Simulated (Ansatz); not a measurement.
The parent structure is Ti in the hcp (Mg type) structure (space group P6_3/mmc, No. 194; relaxed with 0.1 eV smearing).

```yaml
crystal:
  lattice:
    - [2.93978, 0.00000, 0.00000]
    - [-1.46989, 2.54592, 0.00000]
    - [0.00000, 0.00000, 4.65400]
  atoms:
    - { symbol: Ti, position: [0.66667, 0.33333, 0.75000] }
    - { symbol: Ti, position: [0.33333, 0.66667, 0.25000] }
```

Cartesian axes are those of the cell as printed.

Level of theory: PBE, PAW, 420 eV (Ansatz, an electronic-structure program; no spin-orbit coupling).

Base values:

The volume per atom is 17.42 Å³.

One thing is altered: biaxial strain −2.00 %, plane normal [001], relaxed out of plane (Cartesian); in-plane vectors clamped, the third vector and the atoms free.

Estimate the effect on the volume per atom.

The volume per atom falls by 0.41 Å³, from 17.42 Å³ to 17.01 Å³.

What happens to the in-plane stress?

The mean in-plane stress (compression positive) is +4.1 GPa.

No phonon test of stability was made. The final runs are not spin-polarised.
